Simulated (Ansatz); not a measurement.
Partial pair distribution functions of a relaxed model of amorphous Si$_{24}$O$_{48}$La, broadened by 0.06 Å; density 2.37 g/cm³. All values below come from PBE, scalar-relativistic without spin-orbit coupling (plane waves to 420 eV, PAW; Ansatz, an electronic-structure program). The usual formal charges leave 3 electrons over, so the level spacing at the Fermi energy parts defect or band states and needn't be the band gap. In the spin-polarised cell the level spacing at the Fermi energy can part levels of unlike spin.

The cell was made by melting and quenching with the CHGNet potential and then relaxed with DFT. O atoms were pushed apart under 1.9 Å during the dynamics, to hinder bonds among them. The hot cell started wider than the set density and was brought back towards it in steps. It is the lowest in DFT energy of 2 quenches. It is a model cell: composition and starting density were chosen by hand, and all elements were melted together. No dispersion term was used. Its density started from a set value of 2.37 and ended at 2.37 g/cm³. The simulated quench (nominally 480 K/ps over its main leg) is rapid and tends to freeze in more defects than a deposited or slowly cooled glass has. Values belong to this one cell and scatter from quench to quench. The volume was held where the preparation left it and the shape relaxed, at a PBE pressure of 1.0 GPa. Stress components on the final sampling reach 1.0 GPa.

```tsv
r (Å)	g Si-O	g O-La	g Si-Si	g O-O
1.40	0.02	0.00	0.00	0.00
1.50	1.88	0.00	0.00	0.00
1.60	14.72	0.00	0.00	0.00
1.70	9.46	0.00	0.00	0.00
1.80	0.82	0.00	0.00	0.00
1.90	0.02	0.00	0.00	0.00
2.00	0.00	0.06	0.00	0.00
2.10	0.00	1.56	0.00	0.00
2.20	0.00	4.18	0.00	0.00
2.30	0.00	1.71	0.08	0.03
2.40	0.00	0.07	0.35	0.17
2.50	0.00	0.00	0.10	1.34
2.60	0.00	0.04	0.00	5.09
2.70	0.00	0.99	0.19	5.64
2.80	0.05	3.01	1.52	2.60
2.90	0.13	3.14	3.60	0.73
3.00	0.22	2.62	3.89	0.47
3.10	0.44	1.07	2.84	0.39
3.20	1.07	0.06	2.35	0.52
3.30	1.17	0.41	0.56	0.55
3.40	0.85	1.03	0.15	0.41
3.50	0.96	0.16	0.01	0.66
3.60	1.06	0.00	0.01	0.86
3.70	1.21	0.00	0.11	0.77
3.80	1.11	0.00	0.15	0.59
3.90	1.51	0.24	0.47	0.55
4.00	1.93	0.79	0.86	0.54
4.10	1.85	0.96	0.75	0.67
4.20	2.06	2.59	0.70	0.63
4.30	1.54	1.23	1.07	0.76
4.40	0.82	1.79	0.74	0.79
4.50	0.63	1.74	0.85	1.02
4.60	0.73	1.52	1.26	1.22
4.70	0.77	1.46	1.22	1.34
4.80	0.69	2.47	1.01	1.54
4.90	0.61	1.44	1.12	1.44
5.00	0.61	0.19	1.23	1.35
5.10	0.72	0.03	1.45	1.39
```

Within 1.92 Å each Si has 3.92 O neighbours on average.
